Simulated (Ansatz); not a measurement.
Double-walled tube, (4,4) carbon inside (9,9) carbon

Computed with PBE+D3(BJ) (plane waves to 420 eV, PAW; Ansatz, a first-principles code). Mesh 1×1×30. No spin polarisation. One-dimensional cell, images about 11 Å apart. An idealised model. Both parts are forced into one period, so they are strained to fit. Only distortions within the start's symmetry and period were free.

period along the axis (52 atoms): 2.465 Å
largest distance between nuclei across the axis: 12.30 Å
interaction energy of the frozen inner and outer parts: -0.483 eV/Å
PBE gap: none (under 0.01 eV)
crossings of the Fermi level between Γ and the zone edge (49 points): 4, each for both spins (ideal conductance 4 × 2e²/h)
work function (PBE): 4.28 eV

```yaml
crystal:
  lattice:
    - [23.50000, 0.00000, 0.00000]
    - [0.00000, 23.50000, 0.00000]
    - [0.00000, 0.00000, 2.46484]
  atoms:
    - { symbol: C, position: [0.61352, 0.53044, 0.50000] }
    - { symbol: C, position: [0.60187, 0.55887, 0.00000] }
    - { symbol: C, position: [0.55891, 0.60205, 0.00000] }
    - { symbol: C, position: [0.53050, 0.61379, 0.50000] }
    - { symbol: C, position: [0.46960, 0.61363, 0.50000] }
    - { symbol: C, position: [0.44124, 0.60182, 0.00000] }
    - { symbol: C, position: [0.39814, 0.55882, 0.00000] }
    - { symbol: C, position: [0.38630, 0.53046, 0.50000] }
    - { symbol: C, position: [0.38630, 0.46954, 0.50000] }
    - { symbol: C, position: [0.39814, 0.44118, 0.00000] }
    - { symbol: C, position: [0.44124, 0.39818, 0.00000] }
    - { symbol: C, position: [0.46960, 0.38637, 0.50000] }
    - { symbol: C, position: [0.53050, 0.38621, 0.50000] }
    - { symbol: C, position: [0.55891, 0.39795, 0.00000] }
    - { symbol: C, position: [0.60187, 0.44113, 0.00000] }
    - { symbol: C, position: [0.61352, 0.46956, 0.50000] }
    - { symbol: C, position: [0.75935, 0.53032, 0.50000] }
    - { symbol: C, position: [0.75399, 0.56025, 0.00000] }
    - { symbol: C, position: [0.73299, 0.61714, 0.00000] }
    - { symbol: C, position: [0.71770, 0.64344, 0.50000] }
    - { symbol: C, position: [0.67884, 0.68998, 0.50000] }
    - { symbol: C, position: [0.65571, 0.70973, 0.00000] }
    - { symbol: C, position: [0.60349, 0.74056, 0.00000] }
    - { symbol: C, position: [0.57497, 0.75105, 0.50000] }
    - { symbol: C, position: [0.51522, 0.76140, 0.50000] }
    - { symbol: C, position: [0.48480, 0.76127, 0.00000] }
    - { symbol: C, position: [0.42510, 0.75065, 0.00000] }
    - { symbol: C, position: [0.39652, 0.74025, 0.50000] }
    - { symbol: C, position: [0.34399, 0.70996, 0.50000] }
    - { symbol: C, position: [0.32068, 0.69043, 0.00000] }
    - { symbol: C, position: [0.28177, 0.64391, 0.00000] }
    - { symbol: C, position: [0.26672, 0.61750, 0.50000] }
    - { symbol: C, position: [0.24656, 0.56031, 0.50000] }
    - { symbol: C, position: [0.24150, 0.53032, 0.00000] }
    - { symbol: C, position: [0.24150, 0.46968, 0.00000] }
    - { symbol: C, position: [0.24656, 0.43969, 0.50000] }
    - { symbol: C, position: [0.26672, 0.38250, 0.50000] }
    - { symbol: C, position: [0.28177, 0.35609, 0.00000] }
    - { symbol: C, position: [0.32068, 0.30957, 0.00000] }
    - { symbol: C, position: [0.34399, 0.29004, 0.50000] }
    - { symbol: C, position: [0.39652, 0.25975, 0.50000] }
    - { symbol: C, position: [0.42510, 0.24935, 0.00000] }
    - { symbol: C, position: [0.48480, 0.23873, 0.00000] }
    - { symbol: C, position: [0.51522, 0.23860, 0.50000] }
    - { symbol: C, position: [0.57497, 0.24895, 0.50000] }
    - { symbol: C, position: [0.60349, 0.25944, 0.00000] }
    - { symbol: C, position: [0.65571, 0.29027, 0.00000] }
    - { symbol: C, position: [0.67884, 0.31002, 0.50000] }
    - { symbol: C, position: [0.71770, 0.35656, 0.50000] }
    - { symbol: C, position: [0.73299, 0.38286, 0.00000] }
    - { symbol: C, position: [0.75399, 0.43975, 0.00000] }
    - { symbol: C, position: [0.75935, 0.46968, 0.50000] }
```
